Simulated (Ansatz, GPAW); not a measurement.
An Ansatz (a program for electronic structure) input for a relaxation of cell and atoms of CdS (F-43m, 2 atoms in the cell) (DFT, PBE, plane waves, default PAW files):

Ansatz 0.2 input:
```yaml
# CdS
crystal:
  lattice:
    - [0.000000, 2.955021, 2.955021]
    - [2.955021, 0.000000, 2.955021]
    - [2.955021, 2.955021, 0.000000]
  atoms:
    - { symbol: Cd, position_ang: [0.000000, 0.000000, 0.000000] }
    - { symbol: S, position_ang: [1.477510, 1.477510, 1.477510] }
basis:
  ecutwfc: 420.0
kpoints:
  mp_grid: { grid: [7, 7, 7] }
hamiltonian:
  xc: pbe
  pseudopotentials: { kind: paw }
scf:
  occupations: { method: fixed }
relax:
  cell: {}
output:
  forces: true
  eigenvalues: true
  stress: true
```

Question: Give the GPAW input for the same structure, mesh, smearing and functional.

Answer: One input that does it (others would too):

```python
from ase import Atoms
from ase.filters import FrechetCellFilter
from ase.optimize import BFGS
from ase.units import GPa
from gpaw import GPAW, PW, FermiDirac

atoms = Atoms(['Cd', 'S'],
              cell=[[0.000000, 2.955021, 2.955021],
                    [2.955021, 0.000000, 2.955021],
                    [2.955021, 2.955021, 0.000000]],
              positions=[[0.000000, 0.000000, 0.000000],
                         [1.477510, 1.477510, 1.477510]],
              pbc=True)

calc = GPAW(mode=PW(550),
            xc='PBE',
            kpts=(7, 7, 7),
            occupations=FermiDirac(0.0),
            nbands=-8,
            convergence={'density': 1e-05, 'bands': -6},
            symmetry={'symmorphic': False, 'tolerance': 0.0005},
            maxiter=120)

atoms.calc = calc

target = FrechetCellFilter(atoms)

opt = BFGS(target, logfile='-')
converged = opt.run(fmax=0.03, steps=40)
print('Relaxation converged:', converged)
print('Cell:', atoms.cell.cellpar().round(4))
print(atoms.get_scaled_positions().round(5))

energy = atoms.get_potential_energy()
print('Energy (eV):', round(energy, 6))
forces = atoms.get_forces()
print('Forces (eV/Ang):')
print(forces.round(5))
stress = atoms.get_stress()
print('Stress (GPa, Voigt):', (stress / GPa).round(4))
```

Basis, cutoffs, solver keys and any potentials are the target program's own. This input uses DFT PBE, plane waves, GPAW PAW datasets PBE (gpaw-data 1.0.1).

The starting cell comes from a database of computed structures (which also holds hypothetical and non-ambient phases and stackings), without a prior relaxation at this level. Its lattice was rescaled by a random factor within 2.5 % of one.
